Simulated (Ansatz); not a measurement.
Partial pair distribution functions of a relaxed model of amorphous Si₆₀C₂₄N₄₈, broadened by 0.06 Å; density 2.76 g/cm³. Method: PBE, scalar-relativistic without spin-orbit coupling (plane waves to 420 eV, PAW; Ansatz, a first-principles code).

Preparation: random packing, a CHGNet melt and quench, and a DFT relaxation. N atoms were pushed apart under 1.9 Å during the dynamics, to hinder bonds among them. The hot cell started wider than the set density and was brought back towards it in steps. It is the lowest in DFT energy of 4 quenches. It is a model cell: composition and starting density were chosen by hand, and all elements were melted together. No dispersion term was used. Its density started from a set value of 2.78 and ended at 2.76 g/cm³. The quench (nominally 810 K/ps over its main leg) was far faster than any real one, so the model tends to hold more defects than a real film. Values belong to this one cell and scatter from quench to quench. Volume and shape were free in the relaxation.

| r (Å) | g Si-N | g Si-C | g Si-Si | g C-C |
|---|---|---|---|---|
| 1.15 | 0.00 | 0.00 | 0.00 | 0.01 |
| 1.25 | 0.00 | 0.00 | 0.00 | 0.66 |
| 1.35 | 0.00 | 0.00 | 0.00 | 4.65 |
| 1.45 | 0.00 | 0.00 | 0.00 | 5.86 |
| 1.55 | 0.14 | 0.00 | 0.00 | 4.65 |
| 1.65 | 3.22 | 0.08 | 0.00 | 1.62 |
| 1.75 | 9.62 | 1.43 | 0.00 | 0.66 |
| 1.85 | 4.78 | 5.48 | 0.00 | 0.03 |
| 1.95 | 0.97 | 5.44 | 0.00 | 0.00 |
| 2.05 | 0.15 | 1.63 | 0.00 | 0.00 |
| 2.15 | 0.01 | 0.20 | 0.10 | 0.00 |
| 2.25 | 0.00 | 0.11 | 0.65 | 0.03 |
| 2.35 | 0.00 | 0.10 | 0.72 | 0.40 |
| 2.45 | 0.01 | 0.23 | 0.82 | 0.41 |
| 2.55 | 0.09 | 0.48 | 0.89 | 0.71 |
| 2.65 | 0.12 | 0.87 | 0.98 | 0.96 |
| 2.75 | 0.25 | 0.98 | 1.20 | 0.44 |
| 2.85 | 0.50 | 0.90 | 2.04 | 0.72 |
| 2.95 | 0.87 | 0.77 | 1.95 | 0.77 |
| 3.05 | 0.88 | 0.64 | 2.13 | 0.98 |
| 3.15 | 0.84 | 0.78 | 1.87 | 1.53 |
| 3.25 | 1.18 | 0.75 | 1.41 | 0.95 |
| 3.35 | 1.22 | 0.87 | 1.20 | 1.48 |
| 3.45 | 1.30 | 0.98 | 0.90 | 2.06 |
| 3.55 | 1.26 | 0.88 | 0.80 | 1.27 |
| 3.65 | 1.06 | 0.86 | 0.76 | 0.97 |
| 3.75 | 1.05 | 0.82 | 0.68 | 0.88 |
| 3.85 | 1.07 | 1.06 | 0.62 | 0.32 |
| 3.95 | 1.14 | 1.32 | 0.60 | 0.17 |
| 4.05 | 1.15 | 1.15 | 0.68 | 0.94 |
| 4.15 | 1.31 | 1.41 | 0.83 | 1.43 |
| 4.25 | 1.27 | 1.32 | 0.94 | 1.12 |
| 4.35 | 1.33 | 1.22 | 0.93 | 0.70 |
| 4.45 | 1.24 | 1.22 | 0.91 | 0.68 |
| 4.55 | 1.16 | 1.08 | 1.01 | 1.24 |
| 4.65 | 0.92 | 1.12 | 1.04 | 1.33 |
| 4.75 | 0.77 | 0.93 | 1.06 | 0.73 |
| 4.85 | 0.71 | 0.78 | 1.19 | 1.31 |
| 4.95 | 0.68 | 0.61 | 1.07 | 1.41 |
| 5.05 | 0.71 | 0.65 | 1.04 | 0.96 |
| 5.15 | 0.90 | 0.95 | 1.20 | 0.89 |
| 5.25 | 0.94 | 0.97 | 1.08 | 1.05 |
| 5.35 | 0.99 | 1.00 | 1.10 | 0.89 |
| 5.45 | 0.95 | 1.07 | 1.02 | 0.72 |
| 5.55 | 0.87 | 0.99 | 0.92 | 0.72 |
| 5.65 | 1.01 | 1.01 | 0.88 | 0.70 |

Within 2.14 Å each Si has 2.25 N neighbours on average.
